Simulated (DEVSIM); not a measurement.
Device: Au/AlN/p-Ge capacitor, at 250 K.

Layer 1 from the left is AlN, thickness (nm) 12.0. Layer 2 from the left is Ge, thickness (nm) 6300, Na (cm⁻³) 8.8e15.

Metal gate on the left, work function 5.1 eV. Fixed charge at the semiconductor interface 0 cm⁻² (in units of +e); no interface traps.

Constants are typed, rounded textbook-type inputs, not results; the design itself was drawn at random and stands for no fabricated device. Values at 300 K; Nc and Nv go as T^1.5, mobilities as T to minus their exponent, the gap by Varshni's rule with the affinity fixed.

AlN: gap (eV) 6.1, affinity (eV) 1.9, permittivity 8.5. Ge: gap (eV) 0.664, affinity (eV) 4, permittivity 16, Nc (cm⁻³) 1.04e19, Nv (cm⁻³) 6e18, Varshni α (eV/K) 0.000477, Varshni β (K) 235.

Task: Estimate by hand the flat-band voltage, the threshold voltage, and compare with a numerical solution.

Result: 
- Flat-band voltage: C = 0.627 μF/cm², work-function difference 0.552 V; VFB = φms − qNf/C = 0.55 V; numerical 0.55 V.
- Threshold voltage: φF = 0.201 V, depletion charge √(4εqNφF) = 4.01e-8 C/cm²; VT = VFB + 2φF + Qd/C = 1.02 V; numerical 1.02 V.

DEVSIM, 1D Poisson equation in equilibrium, Boltzmann statistics, complete ionisation; no quantum confinement or tunnelling. Metal contacts follow the ideal Schottky-Mott rule: no Fermi-level pinning, no interface dipoles.
